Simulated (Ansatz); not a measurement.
In a (14,0) carbon nanotube, the lowest empty band has its minimum at Γ and lies 0.059 eV higher 0.0460 Å⁻¹ away along the axis.

All values below come from PBE (plane waves to 420 eV, PAW; Ansatz, a quantum-chemistry and plane-wave program). Mesh 1×1×18. No spin polarisation. Periodic along z alone, with about 11 Å of vacuum beside it. An idealised model, rolled from the flat sheet. It keeps the symmetry and period of its start, so it need not be a minimum against all distortions.

Q: Estimate the electron mass along the axis.

A: For a parabola ΔE = ħ²Δk²/2m, and ħ²/2mₑ = 3.810 eV Å². So m/mₑ = 3.810 × 0.0460²/0.059 = 0.14. The curvature over a step a third as long gives 0.13; the difference is the band's departure from a parabola.
